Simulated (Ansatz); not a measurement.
# CsPbBr₃ (Pnma, No. 62, 20 atoms in the cell; start mp-567681)

Level of theory: LDA (Ansatz, a first-principles code, PAW).

Run with plane-wave cutoff 520 eV, 4×8×2 k mesh (along the axes of the cell as run), Fermi–Dirac smearing 0.01 eV, scalar-relativistic PAW data made under PBE.

Cell (relaxed at this level):

Space group Pnma (No. 62); a = 9.4305 Å, b = 4.4662 Å, c = 16.2330 Å, α = 90.00°, β = 90.00°, γ = 90.00°

| atom | site | symmetry | x | y | z |
|---|---|---|---|---|---|
| Cs | 4c | .m. | 0.0878 | 0.7500 | 0.3284 |
| Pb | 4c | .m. | 0.1635 | 0.2500 | 0.0625 |
| Br | 4c | .m. | 0.0334 | 0.2500 | 0.8845 |
| Br | 4c | .m. | 0.3061 | 0.2500 | 0.2159 |
| Br | 4c | .m. | 0.1582 | 0.2500 | 0.4985 |

For CsPbBr₃ (Pnma, No. 62, 20 atoms in the cell; start mp-567681), the band gap comes out as 2.65 eV (on the SCF k mesh) and the direct gap at Γ comes out as 2.88 eV.

Note: the relaxation could not lower the start's symmetry, so the cell can be a saddle point above a distorted one.

Spin–orbit coupling is not included; with these elements it can move the gap by several tenths of an eV or more.

Computing time: about 23 core-minutes (a rough figure).

A start named mp-… is a Materials Project structure, which need not be a measured phase.
